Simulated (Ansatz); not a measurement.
System: white tin (β-Sn). Method: LDA (plane waves, PAW; Ansatz, a first-principles code).

Numerical settings: plane-wave cutoff 520 eV, 20×20×20 k mesh, Fermi–Dirac smearing 0.05 eV, scalar-relativistic PAW data made under PBE.

The volume scan:

```tsv
V (Å³/atom)	E − E_lowest (meV/atom)
25.125	8.50
25.648	2.04
26.172	0.00
26.695	1.88
27.219	7.25
```

### Question
Fit the third-order Birch–Murnaghan equation and give B0 and B′.

### Answer
V0 = 26.173 Å³/atom, B0 = 60.0 GPa, B′ = 4.8 (fit to the energies at full precision).

Shape and atoms are relaxed at each volume.

Measured, for comparison: bulk modulus 57.0 GPa (temperature not stated, not corrected to a static lattice; as tabulated in Chen et al. (2023), arXiv:2209.05059). Computed less measured: bulk modulus +5 %. A static lattice is as a rule a little smaller and stiffer than an uncorrected measurement, which can account for part of this in the bulk modulus.

Spin–orbit coupling is not included.

The computed numbers hold no vibrational or temperature effects.
